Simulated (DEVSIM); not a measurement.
Structure: W/SiO2/p-Si capacitor, at 300 K.

| layer (left to right) | material | thickness (nm) | Na (cm⁻³) |
|---|---|---|---|
| 1 | SiO2 | 20.0 | - |
| 2 | Si | 8200 | 4.9e15 |

Metal gate on the left, work function 4.6 eV. Fixed charge at the semiconductor interface 2.4e11 cm⁻² (in units of +e); no interface traps.

The device is made up for the run: typed textbook-type constants, with dimensions and the other settings drawn at random. Values at 300 K; Nc and Nv go as T^1.5, mobilities as T to minus their exponent, the gap by Varshni's rule with the affinity fixed.

| parameter | SiO2 | Si |
|---|---|---|
| gap (eV) | 9 | 1.124 |
| affinity (eV) | 0.9 | 4.05 |
| permittivity | 3.9 | 11.7 |
| Nc (cm⁻³) | - | 2.86e19 |
| Nv (cm⁻³) | - | 3.1e19 |
| Varshni α (eV/K) | - | 0.000473 |
| Varshni β (K) | - | 636 |

Model (solved in DEVSIM): 1D Poisson equation in equilibrium, Boltzmann statistics, complete ionisation; no quantum confinement or tunnelling. Metal contacts follow the ideal Schottky-Mott rule: no Fermi-level pinning, no interface dipoles.

Base results: minimum of the low-frequency capacitance (μF/cm²) 0.0241; capacitance of the dielectric stack (μF/cm²) 0.173; threshold voltage (band bending 2φF) (V) 0.29; flat-band voltage (V) -0.57.

Task: What follows from this one change: fixed charge 2.4e+11 → 1.5e+10 cm^-2?

Result: minimum of the low-frequency capacitance little changed (0.0240 μF/cm²); capacitance of the dielectric stack little changed (0.173 μF/cm²); threshold voltage (band bending 2φF) 0.29 → 0.50 V; flat-band voltage -0.57 → -0.36 V.

Task: What follows from this one change: interface trap density 0 → 1e+11 cm^-2 eV^-1?

Result: minimum of the low-frequency capacitance 0.0241 → 0.0350 μF/cm²; capacitance of the dielectric stack little changed (0.173 μF/cm²); threshold voltage (band bending 2φF) 0.29 → 0.35 V; flat-band voltage -0.57 → -0.58 V.

Task: What follows from this one change: substrate doping 4.9e+15 → 9.8e+15 cm^-3?

Result: minimum of the low-frequency capacitance 0.0241 → 0.0314 μF/cm²; capacitance of the dielectric stack little changed (0.173 μF/cm²); threshold voltage (band bending 2φF) 0.29 → 0.40 V; flat-band voltage -0.57 → -0.59 V.

Task: What follows from this one change: SiO2 thickness 0.02 → 0.017 μm?

Result: minimum of the low-frequency capacitance little changed (0.0245 μF/cm²); capacitance of the dielectric stack 0.173 → 0.203 μF/cm²; threshold voltage (band bending 2φF) little changed (0.30 V); flat-band voltage -0.57 → -0.54 V.

Task: What follows from this one change: gate work function 4.6 → 4.45 eV?

Result: minimum of the low-frequency capacitance little changed (0.0241 μF/cm²); capacitance of the dielectric stack little changed (0.173 μF/cm²); threshold voltage (band bending 2φF) 0.29 → 0.14 V; flat-band voltage -0.57 → -0.72 V.

Task: What follows from this one change: temperature 300 → 350 K?

Result: minimum of the low-frequency capacitance 0.0241 → 0.0266 μF/cm²; capacitance of the dielectric stack little changed (0.173 μF/cm²); threshold voltage (band bending 2φF) 0.29 → 0.23 V; flat-band voltage -0.57 → -0.51 V.
